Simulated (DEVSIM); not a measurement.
System: Ge n-p junction from an implanted or diffused profile, at 450 K.

| layer (left to right) | material | thickness (μm) | Na (cm⁻³) | τn (s) | τp (s) |
|---|---|---|---|---|---|
| 1 | Ge | 41.0 | 7.7e14 | 1.9e-7 | 1.9e-7 |

Added donor profile: 9.9e16 cm⁻³ × exp(−(x − 0.041 μm)²/(2·(0.035 μm)²)). Left contact: ohmic. Right contact: ohmic. Voltage is applied to the left contact. Recombination: SRH at mid-gap, radiative, Auger. Mobility is constant in doping.

Constants are typed, rounded textbook-type inputs, not results; the design itself was drawn at random and stands for no fabricated device. Values at 300 K; Nc and Nv go as T^1.5, mobilities as T to minus their exponent, the gap by Varshni's rule with the affinity fixed.

```tsv
parameter	Ge
gap (eV)	0.664
affinity (eV)	4
permittivity	16
Nc (cm⁻³)	1.04e19
Nv (cm⁻³)	6e18
μn (cm²/Vs)	3900
μp (cm²/Vs)	1900
T exponent of μn	1.66
T exponent of μp	2.33
B (cm³/s)	6.4e-14
Cn (cm⁶/s)	1e-31
Cp (cm⁶/s)	1e-31
Varshni α (eV/K)	0.000477
Varshni β (K)	235
```

DEVSIM, 1D drift-diffusion, Boltzmann statistics, complete ionisation; no tunnelling, impact ionisation, image-force lowering or self-heating.

Question: Tabulate band edges, carrier densities and field at -0.65 V on the left contact.

Answer: Energies count from the Fermi level of the right contact; mesh points crowd at the junctions.

```
x (μm)   Ec (eV)  Ev (eV)  n (cm⁻³)  p (cm⁻³)  field (V/cm)
-------  -------  -------  --------  --------  ------------
0.000      0.881    0.277    5.0e16    7.4e14         -6400
0.02194    0.868    0.265    6.8e16    5.9e14         -4200
0.04477    0.865    0.262    7.5e16    6.1e14          1400
0.07097    0.877    0.274    5.5e16    9.2e14          7300
0.1089     0.909    0.306    2.4e16    2.3e15          8200
0.1383     0.929    0.326    1.4e16    3.9e15          5300
0.1656     0.940    0.337    1.1e16    5.3e15          3000
0.2045     0.948    0.345    8.5e15    6.7e15          1300
0.2584     0.952    0.349    7.6e15    7.5e15           310
0.3775     0.952    0.349    7.2e15    7.9e15          -100
0.6692     0.948    0.345    7.2e15    7.9e15          -140
1.761      0.933    0.330    7.1e15    7.9e15          -140
3.953      0.901    0.298    7.0e15    7.8e15          -140
8.793      0.831    0.227    6.9e15    7.7e15          -150
25.60      0.573   -0.030    6.3e15    7.1e15          -160
34.47      0.427   -0.176    6.0e15    6.8e15          -170
38.12      0.365   -0.238    5.8e15    6.6e15          -170
39.79      0.336   -0.267    5.8e15    6.5e15          -170
40.63      0.321   -0.282    5.7e15    6.5e15          -180
40.86      0.317   -0.286    5.7e15    6.5e15          -180
40.95      0.316   -0.288    5.7e15    6.5e15          -180
41.00      0.315   -0.288    5.7e15    6.5e15          -180
```
